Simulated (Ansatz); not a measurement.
Base system: LuP in the zinc blende structure (space group F-43m, No. 216; a hypothetical phase, not in the database extracts checked).

```xyz
2
Lattice="0.0000 3.0803 3.0803 3.0803 0.0000 3.0803 3.0803 3.0803 0.0000" Properties=species:S:1:pos:R:3 pbc="T T T"
P      4.6205     4.6205     4.6205
Lu     0.0000     0.0000     0.0000
```

Cartesian axes are those of the cell as printed.

The values are results of PBE (Ansatz, an electronic-structure program), spin-orbit coupling left out, not measurements.

Perturbation: uniaxial strain ε_yy = −0.55 %, all other strain components held at zero; the atoms relax in the strained cell.

Problem. Predict the stress tensor and what it implies for the stiffness.

Solution. Stress of the strained cell less that of the base (GPa, compression positive):
```
   0.31    0.00    0.00
   0.00    0.36    0.00
   0.00    0.00    0.31
```

Then −Δσ_ii/ε with ε = -0.0055 gives relaxed-ion elastic constants: C22 ≈ 66 GPa, C12 ≈ 56 GPa and C23 ≈ 56 GPa.

Stability against distortions was not tested.
